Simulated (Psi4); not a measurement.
Psi4 1.11, TPSS/def2-svp: B(F)(OH)(SiMe3) (C[Si](C)(C)B(O)F), 17 atoms. The geometry is a generated start, not checked to be a minimum at this level.

| Property | Result |
|---|---|
| task | energy |
| method | tpss |
| basis | def2-svp |
| memory | 3 GB |
| maxiter | 100 |
| keys of the molecule block | symmetry c1 |
| scf_type | df (default) |
| e_convergence | 1e-06 (default) |
| d_convergence | 1e-06 (default) |
| dft_radial_points | 75 (default) |
| dft_spherical_points | 302 (default) |
| basis functions | 152 |
| grid points | 361480 |

```xyz
17

B      0.9156    -0.4500     1.6375
F      0.4998    -1.4147     2.4874
O      1.9981     0.2260     2.0123
H      2.4008    -0.0206     2.8501
Si    -0.0580    -0.0406    -0.0491
C      1.0831     0.7240    -1.3827
C     -1.4779     1.2150     0.2646
C     -0.8749    -1.5847    -0.8354
H      0.5193     1.0202    -2.2617
H      1.5946     1.6039    -1.0073
H      1.8434     0.0190    -1.7060
H     -1.1018     2.1478     0.6751
H     -2.2069     0.8193     0.9656
H     -2.0015     1.4490    -0.6564
H     -1.5629    -2.0630    -0.1443
H     -0.1354    -2.3279    -1.1223
H     -1.4354    -1.3226    -1.7272
```

With the defaults (diis = true, scf_initial_accelerator = adiis, damping_percentage = 0, guess = auto, which took SAD, diis_max_vecs = 10, diis_start = 1) it converges in 10 SCF iterations. One run each on 2 threads, with these changes:
- guess = core
- diis_start = 4
- guess = sapgau
- guess = sap
- damping_percentage = 60
- diis_max_vecs = 3
- diis = false, scf_initial_accelerator = none, damping_percentage = 60
- diis_max_vecs = 6
- guess = sadno

### Question
Which runs fail or end elsewhere than the default run?

### Answer
No convergence: diis = false, scf_initial_accelerator = none, damping_percentage = 60 (the run ends without SCF convergence in 100 iterations). The rest reach the solution of the defaults.

```json
[
 {"setting": "the defaults", "SCF iterations": "10", "end": "same solution"},
 {"setting": "guess = sapgau", "SCF iterations": "10", "end": "same solution"},
 {"setting": "diis_max_vecs = 6", "SCF iterations": "10", "end": "same solution"},
 {"setting": "guess = sadno", "SCF iterations": "10", "end": "same solution"},
 {"setting": "guess = sap", "SCF iterations": "11", "end": "same solution"},
 {"setting": "guess = core", "SCF iterations": "14", "end": "same solution"},
 {"setting": "diis_start = 4", "SCF iterations": "15", "end": "same solution"},
 {"setting": "diis_max_vecs = 3", "SCF iterations": "19", "end": "same solution"},
 {"setting": "damping_percentage = 60", "SCF iterations": "68", "end": "same solution"},
 {"setting": "diis = false, scf_initial_accelerator = none, damping_percentage = 60", "SCF iterations": "100", "end": "no convergence"}
]
```
